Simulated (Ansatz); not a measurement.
**Response to strain in MgO**

Take MgO (space group R-3m, No. 166; a = 2.9678 Å, c = 59.3760 Å (hexagonal axes); a cell from a computed database, its experimental status unchecked) as the base. Axes: x lies along a and z along c of the hexagonal cell.

Strains are applied to the cell and any free atomic positions relax; under biaxial strain the out-of-plane vector relaxes too.

The values are results of plane-wave PAW DFT at the PBEsol level (Ansatz, a quantum-chemistry and plane-wave program, 420 eV), spin-orbit coupling left out, not measurements.

Notes on the quantities. energy relative to the base: free energy F; pressure: mean of the normal stresses, compression positive.

```tsv
case	energy relative to the base	pressure	volume per atom	band gap
base	0 meV/atom	0.00 GPa	9.44 Å³	4.01 eV
biaxial strain +0.27 %, plane normal [001], relaxed out of plane	+0.2 meV/atom	-0.70 GPa	9.48 Å³	3.95 eV
isotropic strain −1.43 %	+8.8 meV/atom	7.32 GPa	9.04 Å³	4.37 eV
isotropic strain +5.56 %	[?]	[?]	11.10 Å³	[?]
```

Problem. Some entries are withheld; estimate them.

Solution. 
- isotropic strain +5.56 %, energy relative to the base: +107 meV/atom
- isotropic strain +5.56 %, pressure: -18.04 GPa
- isotropic strain +5.56 %, band gap: 2.79 eV

No phonon test of stability was made. This is not the structure that MgO has at room temperature and ambient pressure.
